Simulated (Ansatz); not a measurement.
## A self-consistent single point of NbN (Pm-3m, 2 atoms in the cell) with Ansatz

Method of the run: LDA (PW92), default PAW files made with PBE (plane waves; Ansatz, a first-principles code).

Input as run:

Ansatz 0.2 input:
```yaml
crystal:
  lattice:
    - [2.85272100, 0.00000000, 0.00000000]
    - [0.00000000, 2.85272100, 0.00000000]
    - [0.00000000, 0.00000000, 2.85272100]
  atoms:
    - { symbol: Nb, position: [0.00000000, 0.00000000, 0.00000000] }
    - { symbol: N, position: [0.50000000, 0.50000000, 0.50000000] }
kpoints:
  mp_grid: { grid: [8, 8, 8] }
hamiltonian:
  xc: lda
  pseudopotentials: { kind: paw }
scf:
  occupations: { method: cold, width: 0.136 }
output:
  forces: true
  eigenvalues: true
  stress: true
```

The program printed (abridged):

```
WARN basis.ecutwfc = 420 eV, the default
WARN ansatz: RAYON_NUM_THREADS=1 ignored (pool sized by the plan → 1); use --threads N
Pseudopotentials: kind: paw
Pseudopotential: Nb, paw, valence charge 13
Pseudopotential: N, paw, valence charge 5
Crystal: 2 atoms, lattice volume = 23.215 Å³
Basis set: ecut = 420 eV, 461 PW (Γ)
Bands: 13, of which v1, the nominal top of the filled ones, is band 9 counted from 1 (8 counted from 0)
Symmetry: 48 space group operations
Space group: Pm-3m (ITA 221), of the structure as read, at distance tolerance 2.9e-5 Å
k-points: 35 of 512
PAW frozen core: Nb, regenerated for the run's functional, and the local potential with it
PAW frozen core: N, regenerated for the run's functional, and the local potential with it
Initial density: superposition of atomic densities (neutral atoms: chi_scale 0, normalization atom), corrected by the library's trained network
Initial wavefunctions: pseudopotential atomic-orbital guess
Eigensolver: davidson
Functional: x = slater, c = lda
SCF iter   1: F=—  HF=-4817.398912 eV  |F-HF|=—  |Δ(HF+E_count)|=         —  Δρ=1.20e-2  dr2=3.57e-2  ethr=1.77e-3  ⟨swp⟩=5.0  Hψ=2220  notcnv=0
all-band conjugate gradients solve this SCF's bands
preconditioner: auto → none
SCF iter   2: F=—  HF=-4817.390224 eV  |F-HF|=—  |Δ(HF+E_count)|=   8.69e-3  S|Δr|=    0.00e0  Δρ=5.45e-3  dr2=5.27e-3  ethr=1.99e-4  ⟨swp⟩=1.0  Hψ=736  notcnv=0
SCF iter   3: F=—  HF=-4817.388873 eV  |F-HF|=—  |Δ(HF+E_count)|=   1.35e-3  S|Δr|=    0.00e0  Δρ=7.02e-4  dr2=7.14e-5  ethr=2.93e-5  ⟨swp⟩=1.7  Hψ=491  notcnv=0
SCF iter   4: F=—  HF=-4817.388859 eV  |F-HF|=—  |Δ(HF+E_count)|=   1.43e-5  S|Δr|=    0.00e0  Δρ=6.44e-5  dr2=3.84e-7  ethr=3.97e-7  ⟨swp⟩=2.6  Hψ=711  notcnv=0
SCF iter   5: F=-4817.388859 eV  HF=-4817.388859 eV  |F-HF|=2.95e-9  |Δ(HF+E_count)|=   1.01e-7  S|Δr|=    0.00e0  Δρ=9.36e-6  dr2=1.03e-8  ethr=5.56e-10  ⟨swp⟩=5.1  Hψ=2001  notcnv=0
SCF 1 converged in 5 iterations: F = -4817.388859 eV  dr2 = 1.03e-8
SCF converged after 5 iterations
Stability not checked (fill_not_monotonic)
Free energy (F): -4817.388859 eV
Harris-Foulkes:  -4817.388859 eV  (|F-HF|=2.95e-9)
Internal energy: -4817.383252 eV  (E = F + TS)
E sigma→0 (E₀):  -4817.386990 eV
Entropy (-TS):   -0.005607 eV (-2.804 meV/atom)
Fermi energy:    17.744541 eV
--- Per-component energies (eV) ---
  E_band       = -44.635789
  E_kinetic    = 518.061841
  E_local      = -761.970085  (includes V_loc(G=0)·N_el)
  E_nonlocal   = 169.869891
  E_hartree    = 222.465602
  E_xc         = -232.203683
  E_vxc        = -286.436741  (∫ρ·V_xc dr)
  E_paw        = -3081.783816  (= ΣΔE_a)
  E_vpaw       = -129.091632  (= ΣTr[D̂ρ^β])
  E_aug_tail   = 0.000085  (compensation charges beyond the density's cutoff)
  E_ewald      = -1652.328825
  E_core_change = 0.505738  (= ΣΔE_core)
  E_smearing   = -0.005607  (= −TS)
  E_closure    = 0.000000  (closes the sum)
  Σ components = -4817.388859   (vs F -4817.388859, Δ=0.00e0)
--- Forces (eV/Å), atoms counted from 1 ---
  atom   1  Nb    -0.00000000     0.00000000    -0.00000000
  atom   2  N      0.00000000    -0.00000000     0.00000000
  max |Σ_I F_I| component: 1.24e-29 eV/Å
--- Stress (GPa, compression-positive) ---
      -40.249525       0.000000       0.000000
        0.000000     -40.249525       0.000000
        0.000000       0.000000     -40.249525
  P = ⅓ Tr σ = -40.2495 GPa (-402.495 kbar)
  The stress holds the Pulay correction. Without it, at fixed plane waves, as pw.x and ABINIT print it: P = -40.7791 GPa
--- Band table (eV; the first three rows and the last of 35) ---
  k-point 0: bands = ["-38.2451", "-13.8429", "-13.8429", "-13.8429", "1.6379", "13.9110", "13.9110", "15.8653", "15.8653", "15.8653", "20.4133", "20.4133", "20.4133"]
  k-point 1: bands = ["-38.2287", "-14.0032", "-13.8285", "-13.8285", "1.8701", "13.4914", "14.0282", "15.5570", "15.5570", "16.0320", "20.4649", "20.6433", "20.6433"]
  k-point 2: bands = ["-38.1889", "-14.3755", "-13.7934", "-13.7934", "2.4718", "12.0466", "14.3308", "14.9022", "14.9022", "17.4888", "20.5926", "21.1572", "21.1572"]
  k-point 34: bands = ["-37.9196", "-14.5359", "-14.5359", "-14.5359", "4.7275", "10.3384", "10.3384", "10.3384", "22.6342", "22.6342", "22.6342", "22.6844", "22.6844"]
```

The run converged in 5 iterations.

The starting cell was generated: these elements placed on a structure prototype, without a prior relaxation; it need not be a known phase or ordering of this composition. Its lattice was rescaled by a random factor within 2.5 % of one. Spin polarisation is off. With a pressure of about -40 GPa the cell is away from its equilibrium volume at this level. Ansatz's pressure includes its estimate of the finite-basis (Pulay) stress. Without the estimate this run gives -40.78 GPa.
